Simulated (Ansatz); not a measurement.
A self-consistent single point of Cs (Im-3m, 1 atom in the cell) with Ansatz (a quantum-chemistry and plane-wave program).

Computed with PBEsol, default PAW files made with PBE (plane waves; Ansatz).

```
CELL_PARAMETERS angstrom
     -3.03475     3.03475     3.03475
      3.03475    -3.03475     3.03475
      3.03475     3.03475    -3.03475
ATOMIC_POSITIONS crystal
  Cs 0.00000 0.00000 0.00000
```

Reference input (self-consistent single point, DFT, PBEsol, plane waves, default PAW files made with PBE): basis.ecutwfc = 30.9 Ry; kpoints.mp_grid.grid = 8 8 8; hamiltonian.xc = pbesol; hamiltonian.pseudopotentials = {kind: paw} (the program's default PAW files); scf.occupations.method = gaussian; scf.occupations.width = 0.0073 Ry. This run's input differs from it in these lines:

Ansatz 0.2 input:
```diff
@@ -10,3 +10,3 @@
 kpoints:
-  mp_grid: { grid: [8, 8, 8] }
+  mp_grid: { grid: [13, 13, 13] }
 hamiltonian:
@@ -15,3 +15,3 @@
 scf:
-  occupations: { method: gaussian, width: 0.0073 Ry }
+  occupations: { method: cold, width: 0.022 Ry }
 output:
```

Output (repeated stretches shortened):

```
SCF iter   1: F=—  HF=-5585.797188 eV  |F-HF|=—  |Δ(HF+E_count)|=         —  Δρ=4.91e-4  dr2=2.58e-4  ethr=1.77e-3  ⟨swp⟩=5.3  Hψ=5597  notcnv=0
all-band conjugate gradients solve this SCF's bands
preconditioner: auto → Kerker (q_TF=auto, 1.793 Å⁻¹)
SCF iter   2: F=—  HF=-5585.797476 eV  |F-HF|=—  |Δ(HF+E_count)|=   2.88e-4  S|Δr|=    0.00e0  Δρ=2.95e-4  dr2=1.10e-4  ethr=2.87e-6  ⟨swp⟩=2.2  Hψ=1845  notcnv=0
SCF iter   3: F=—  HF=-5585.797527 eV  |F-HF|=—  |Δ(HF+E_count)|=   5.15e-5  S|Δr|=    0.00e0  Δρ=7.13e-5  dr2=7.20e-6  ethr=1.22e-6  ⟨swp⟩=2.0  Hψ=1138  notcnv=0
SCF iter   4: F=—  HF=-5585.797527 eV  |F-HF|=—  |Δ(HF+E_count)|=   2.33e-7  S|Δr|=    0.00e0  Δρ=2.95e-5  dr2=2.54e-6  ethr=8.00e-8  ⟨swp⟩=1.9  Hψ=920  notcnv=0
SCF iter   5: F=—  HF=-5585.797527 eV  |F-HF|=—  |Δ(HF+E_count)|=   5.24e-9  S|Δr|=    0.00e0  Δρ=1.23e-5  dr2=1.55e-7  ethr=2.82e-8  ⟨swp⟩=2.0  Hψ=1128  notcnv=0
SCF iter   6: F=-5585.797527 eV  HF=-5585.797527 eV  |F-HF|=1.64e-9  |Δ(HF+E_count)|=   5.94e-8  S|Δr|=    0.00e0  Δρ=1.34e-6  dr2=1.28e-9  ethr=1.11e-9  ⟨swp⟩=5.2  Hψ=3944  notcnv=0
SCF 1 converged in 6 iterations: F = -5585.797527 eV  dr2 = 1.28e-9
Stability not checked (fill_not_monotonic)
Free energy (F): -5585.797527 eV
Internal energy: -5585.787628 eV  (E = F + TS)
E sigma→0 (E₀):  -5585.794227 eV
Entropy (-TS):   -0.009899 eV (-9.899 meV/atom)
Fermi energy:    2.272311 eV
--- Forces (eV/Å), atoms counted from 1 ---
  atom   1  Cs     0.00000000    -0.00000000    -0.00000000
--- Stress (GPa, compression-positive) ---
       -0.061151       0.000000      -0.000000
       -0.000000      -0.061151       0.000000
        0.000000       0.000000      -0.061151
  P = ⅓ Tr σ = -0.0612 GPa (-0.612 kbar)
  The stress holds the Pulay correction. Without it, at fixed plane waves, as pw.x and ABINIT print it: P = -0.0613 GPa
```

The run converged in 6 iterations. Against the reference run the free energy goes down by 4.6 meV/atom and the pressure stays at -0.06 GPa.

The starting cell has typed, rounded lattice constants, without a prior relaxation at this level. Its lattice was rescaled by up to half a per cent. Ansatz's pressure includes its estimate of the finite-basis (Pulay) stress.
